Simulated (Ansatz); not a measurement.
## What biaxial strain −2.08 %, plane normal [111], relaxed out of plane does to ZnS

Consider ZnS in the zinc blende structure (space group F-43m, No. 216; a = 5.357 Å). Axes: x, y, z lie along the cube axes.

The change: biaxial strain −2.08 %, plane normal [111], relaxed out of plane (Cartesian); in-plane vectors clamped, the third vector and the atoms free.

Level of theory: Kohn–Sham DFT with the PBEsol functional, run in Ansatz (an electronic-structure program) with PAW and 420 eV plane waves, scalar-relativistic without spin-orbit coupling. Γ-centred 11×11×11 mesh, Fermi–Dirac width 0.05 eV.

```tsv
quantity	base	changed	shift
volume per atom	19.21 Å³	18.68 Å³	-0.53 Å³
shortest interatomic distance	2.319 Å	2.295 Å	-0.024 Å
energy relative to the base (free energy F)	0 meV/atom	+8.5 meV/atom	+8.5 meV/atom
pressure (mean of the normal stresses, compression positive)	-0.01 GPa	2.33 GPa	+2.34 GPa
band gap	2.09 eV	2.11 eV	+0.02 eV
gap character	direct at Γ	direct at Γ	–
electron mass	0.17 mₑ (at Γ)	0.15 mₑ out of plane, 0.18 mₑ in plane (at Γ)	–
valence-band top at Γ (three highest levels, from the VBM)	0.00, 0.00, 0.00 eV	0.00, 0.00, -0.22 eV	–
valley order (the lowest conduction-band minima on the path, energy above the VBM, named in the base's zone)	Γ 2.09 eV; X along ⟨100⟩ 3.17 eV; L along ⟨111⟩ 3.24 eV	Γ 2.11 eV; X along [100] 2.98 eV; L along [1-11] 3.12 eV; L along [111] 3.50 eV	–
out-of-plane strain	–	+1.39 %	–
ratio −ε⊥/ε∥	–	0.67	–
mean in-plane stress (compression positive)	–	+3.5 GPa	–
```

Final structure (turned so that z lies along the plane normal):

```xyz
2
Lattice="3.7089 0.0000 0.0000 1.8545 3.2120 0.0000 1.8545 -1.0707 3.1356" Properties=species:S:1:pos:R:3 pbc="T T T"
Zn     0.0000     0.0000     0.0211
S      3.7089     0.0000     2.3307
```

Masses are band curvatures over ±0.01 Å⁻¹ around the edge. Whether these cells are dynamically stable was not tested. k-point labels follow each cell's own Brillouin zone.
